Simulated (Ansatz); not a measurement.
Cubic perovskite SrVO₃ was calculated with PBE+U (Ansatz, an electronic-structure program, plane waves, PAW).

Settings: plane-wave cutoff 520 eV, 18×18×18 k mesh, Fermi–Dirac smearing 0.038 eV (set by the program), U_eff V 3.25 eV, no spin polarisation, scalar-relativistic PAW data made under PBE.

Cell (relaxed at this level):

```
SrVO3
1.0
    3.86375     0.00000     0.00000
    0.00000     3.86375     0.00000
    0.00000     0.00000     3.86375
Sr V O
1 1 3
Direct
  0.00000   0.00000   0.00000
  0.50000   0.50000   0.50000
  0.50000   0.00000   0.50000
  0.00000   0.50000   0.50000
  0.50000   0.50000   0.00000
```

Problem. Estimate the elastic constant C12, Voigt–Reuss–Hill bulk modulus, elastic constant C11, Young modulus, polycrystal shear modulus (Hill average) and elastic constant C44 that the calculation returns.

Solution. 
* **elastic constant C12**: 121 GPa
* **Voigt–Reuss–Hill bulk modulus**: 179 GPa
* **elastic constant C11**: 296 GPa
* **Young modulus**: 252 GPa
* **polycrystal shear modulus (Hill average)**: 99.6 GPa
* **elastic constant C44**: 108 GPa

Elastic constants are with the ions relaxed.

The computed numbers hold no vibrational or temperature effects.

Cost on a shared machine: around 16 core-minutes (rough).
